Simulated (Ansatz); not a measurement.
Levels about the gap of amorphous Si$_{32}$O$_{32}$ (64 atoms in a cell of 1081 Å³, 2.17 g/cm³; zone centre alone, so wide bands show as single levels with stretches between that a denser mesh fills), at the geometry that PBE relaxed, where it gives -1.0 GPa on a denser mesh. The participation number counts the atoms over which a state spreads; weights are charges in smoothed Voronoi cells. The levels come from a single point, so bond lengths are those of that geometry. Method of the levels: r2SCAN, scalar-relativistic without spin-orbit coupling (Ansatz, a first-principles code). Sampling: the zone centre alone; Fermi-Dirac width 0.01 eV; collinear spin, started from moments on atoms (the moments died out). The usual formal charges leave 64 electrons over, so the level spacing at the Fermi energy parts defect or band states and needn't be the band gap.

It comes from a melt-quench run on a machine-learned potential (CHGNet), relaxed afterwards by DFT. O atoms were pushed apart under 1.9 Å during the dynamics, to hinder bonds among them. The hot cell started wider than the set density and was brought back towards it in steps. It is the lowest in DFT energy of 2 quenches. It is a model cell: composition and starting density were chosen by hand, and all elements were melted together. No dispersion term was used. Its density started from a set value of 2.17 and ended at 2.17 g/cm³. The simulated quench (nominally 290 K/ps over its main leg) is rapid and tends to freeze in more defects than a deposited or slowly cooled glass has. A cell of this size samples the disorder only roughly. The volume was held where the preparation left it, at a PBE pressure of -1.0 GPa (tension). Stress components on the final sampling reach 2.5 GPa. On a 2×2×2 Γ-centred mesh force components of up to 0.19 eV/Å stay, since the relaxation ran on the zone centre alone.

```tsv
E - E(highest filled), eV	filling	spin	participation number	largest on	weight Si	weight O
-0.83	filled	dn	20.0	Si, 3 neighbours	0.78	0.22
-0.81	filled	up	18.3	Si, 3 neighbours	0.81	0.19
-0.81	filled	dn	18.3	Si, 3 neighbours	0.81	0.19
-0.69	filled	up	21.7	Si, 4 neighbours	0.77	0.23
-0.69	filled	dn	21.7	Si, 4 neighbours	0.77	0.23
0.00	filled	up	13.5	Si, 1 neighbours	0.82	0.18
0.00	filled	dn	13.5	Si, 1 neighbours	0.82	0.18
0.71	empty	up	18.3	Si, 2 neighbours	0.82	0.18
0.71	empty	dn	18.3	Si, 2 neighbours	0.82	0.18
1.24	empty	up	18.1	Si, 3 neighbours	0.82	0.18
1.24	empty	dn	18.1	Si, 3 neighbours	0.82	0.18
1.33	empty	up	14.1	Si, 2 neighbours	0.80	0.20
1.33	empty	dn	14.1	Si, 2 neighbours	0.80	0.20
1.46	empty	up	24.1	Si, 3 neighbours	0.78	0.22
```

Most localised among these is the filled level at -0.00 eV, on a Si atom, which has 1 neighbours (O 1.71 Å).
